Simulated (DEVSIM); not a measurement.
System: Si n-i-p diode, at 300 K.

| layer (left to right) | material | thickness (μm) | Nd (cm⁻³) | Na (cm⁻³) | τn (s) | τp (s) |
|---|---|---|---|---|---|---|
| 1 | Si | 0.330 | 5.9e16 | - | 7.6e-5 | 7.6e-5 |
| 2 | Si | 42.0 | - | 3.1e12 | 7.6e-5 | 7.6e-5 |
| 3 | Si | 3.70 | - | 3.4e17 | 7.6e-5 | 7.6e-5 |

Left contact: ohmic. Right contact: ohmic. Voltage is applied to the left contact. Recombination: SRH at mid-gap. Mobility is μmin + (μ − μmin)/(1 + (N/Nref)^α).

This is a model device: material constants are rounded textbook-type values typed into the input, and sizes, dopings and lifetimes were drawn at random. Values at 300 K.

| parameter | Si |
|---|---|
| gap (eV) | 1.124 |
| affinity (eV) | 4.05 |
| permittivity | 11.7 |
| Nc (cm⁻³) | 2.86e19 |
| Nv (cm⁻³) | 3.1e19 |
| μn (cm²/Vs) | 1417 |
| μp (cm²/Vs) | 470 |
| μn,min | 52 |
| μp,min | 45 |
| Nref,n | 9.7e16 |
| Nref,p | 2.2e17 |
| αn | 0.68 |
| αp | 0.72 |

Model (solved in DEVSIM): 1D drift-diffusion, Boltzmann statistics, complete ionisation; no tunnelling, impact ionisation, image-force lowering or self-heating.

**Question.** Tabulate band edges, carrier densities and field at -0.9 V on the left contact.

**Answer.** Energies count from the Fermi level of the right contact; mesh points crowd at the junctions.

```tsv
x (μm)	Ec (eV)	Ev (eV)	n (cm⁻³)	p (cm⁻³)	field (V/cm)
0.000	1.060	-0.064	5.9e16	2000	-58
0.04918	1.060	-0.064	5.9e16	4.4e14	-57
0.1780	1.059	-0.065	6.1e16	1.6e15	-54
0.2901	1.060	-0.064	5.8e16	2.7e15	910
0.3468	1.086	-0.038	2.1e16	8.4e15	4600
0.4392	1.097	-0.027	1.4e16	1.3e16	27
0.7231	1.095	-0.029	1.4e16	1.4e16	-86
2.352	1.082	-0.042	1.7e16	1.7e16	-69
6.714	1.058	-0.066	2.6e16	2.6e16	-46
21.21	1.013	-0.111	5.6e16	5.6e16	-22
35.64	0.988	-0.136	8.5e16	8.5e16	-14
40.93	0.981	-0.143	9.6e16	9.6e16	-13
41.92	0.980	-0.144	9.8e16	9.8e16	-12
42.22	0.979	-0.145	9.9e16	9.9e16	-12
42.33	0.991	-0.133	6.3e16	1.6e17	13000
42.37	1.013	-0.111	2.7e16	3.7e17	43
42.51	1.013	-0.111	2.6e16	3.7e17	-15
42.97	1.012	-0.112	2.2e16	3.6e17	-15
44.90	1.009	-0.115	8.8e15	3.5e17	-16
45.70	1.008	-0.116	2.7e15	3.4e17	-17
45.94	1.008	-0.117	7.0e14	3.4e17	-17
46.03	1.007	-0.117	340	3.4e17	-17
```
